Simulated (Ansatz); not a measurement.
**TiN under a change: biaxial strain −2.42 %, plane normal [001], relaxed out of plane**

The parent structure is TiN in the rock salt structure (space group Fm-3m, No. 225; a = 4.204 Å). Axes: x, y, z lie along the cube axes.

Perturbation: biaxial strain −2.42 %, plane normal [001], relaxed out of plane (Cartesian); in-plane vectors clamped, the third vector and the atoms free.

Computed with DFT with PBEsol, PAW potentials and a 420 eV plane-wave cutoff in Ansatz (an electronic-structure program), scalar-relativistic without spin-orbit coupling. Γ-centred 19×19×19 mesh, Fermi–Dirac width 0.05 eV.

```tsv
quantity	base	changed	shift
space group	Fm-3m (No. 225)	I4/mmm (No. 139)	–
shortest interatomic distance	2.102 Å	2.051 Å	-0.051 Å
energy relative to the base (free energy F)	0 meV/atom	+27 meV/atom	+27 meV/atom
pressure (mean of the normal stresses, compression positive)	0.0 GPa	13.6 GPa	+13.6 GPa
band gap	zero	zero	–
out-of-plane strain (rough)	–	+1.01 %	–
```

Cost of the whole job for the changed cell (relaxation, final SCF and bands): roughly 40 core-seconds.

Without a gap, meshes like the base's 19×19×19 leave anisotropic stresses uncertain by several tenths of a GPa, and small strain energies with them. No phonon test of stability was made. All final runs are without spin polarisation. An odd electron count without spin: TiN.
